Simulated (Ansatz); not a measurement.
Formation enthalpy (eV/atom) of solids drawn from the class of intermetallic compounds, at two levels: PBE (Ansatz, a program for electronic structure, PAW), and r²SCAN in Ansatz (plane waves, PAW).

| solid | PBE | r²SCAN | shift (eV/atom) |
|---|---|---|---|
| CsCl-type CuZn | -0.091 | -0.108 | -0.017 |
| fluorite PtAl2 | -0.883 | -0.965 | -0.082 |
| L1₀ (CuAu-type) TiAl | -0.406 | -0.453 | -0.047 |
| L1₀ (CuAu-type) FePt | -0.229 | -0.340 | -0.111 |
| L1₂ (Cu3Au-type) Al3Sc | -0.454 | -0.491 | -0.037 |
| CsCl-type PdIn | -0.486 | -0.571 | -0.085 |
| L1₂ (Cu3Au-type) Ni3Fe | -0.089 | -0.130 | -0.041 |
| CsCl-type RuAl | -0.639 | -0.714 | -0.075 |
| fluorite AuAl2 | -0.434 | -0.483 | -0.049 |
| L1₂ (Cu3Au-type) Ni3Al | -0.429 | -0.424 | +0.005 |

The shifts run from -0.111 eV/atom to +0.005 eV/atom, with a median of -0.048 eV/atom.

Of 10 rows, r²SCAN is the larger in 1 and the smaller in 9.

Density-functional runs with spin start from parallel moments for L1₀ (CuAu-type) FePt, parallel moments for L1₂ (Cu3Au-type) Ni3Fe, parallel moments for L1₂ (Cu3Au-type) Ni3Al.

Spin–orbit coupling is left out, also for the solids with elements from indium on (fluorite PtAl2, L1₀ (CuAu-type) FePt, CsCl-type PdIn, fluorite AuAl2); its size isn't shown.

Formation is from the elements' reference phases, gases as molecules.

The solid named is at each level's own relaxed cell; a reference phase can be a single point on another level's cell. Ansatz's density-functional and Hartree–Fock values are scalar-relativistic unless marked +SOC, with PAW data made under PBE.
